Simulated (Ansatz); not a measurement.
The starting structures come from a database of crystals and need not be the phases stable at ambient conditions.

Crystal: BeS (F-43m, zinc blende, not sure to be the ambient phase, 2 atoms a cell, 14.4 Å³ an atom); planes in its conventional cell.

All values below come from r2SCAN (plane waves, PAW; Ansatz, a first-principles code).

No gap correction and no spin-orbit coupling; mid-gap values are interpolated between computed energies.

```csv
plane,area of the cell (Å²),mid-gap κ (1/Å),largest κ in the gap (1/Å)
(111),10.3,0.26,0.28
(001),11.9,…,…
(110),16.8,0.26,…
```

Problem. The slowest decay depends on the direction. Supply the withheld values.

Solution. 
- (001), mid-gap κ (1/Å): 0.33
- (001), largest κ in the gap (1/Å): 0.33
- (110), largest κ in the gap (1/Å): 0.27
